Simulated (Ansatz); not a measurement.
A computed series for Li3Bi: element substitutions

The reference is Li₃Bi (space group Fm-3m, No. 225; a = 6.701 Å; a cell from a computed database, its experimental status unchecked).

Each row replaces one element on all its sites; cell and atoms are relaxed.

All numbers come from r2SCAN, PAW, 500 eV (Ansatz, a program for electronic structure; no spin-orbit coupling).

| case | band gap | lattice parameter a |
|---|---|---|
| base | 0.76 eV | 6.701 Å |
| Bi → Cr | zero | 6.728 Å |
| Bi → Sb | 1.10 eV | 6.545 Å |
| Li → Cs | 0.81 eV | 9.368 Å |

Other magnetic orders, which the real material may have, were not ruled out. Spin-orbit coupling, missing from the scalar runs, can matter with Bi and Sb. Whether these cells are dynamically stable was not tested. For Li3Cr and Cs3Bi in this form, whether it has been made was not checked.
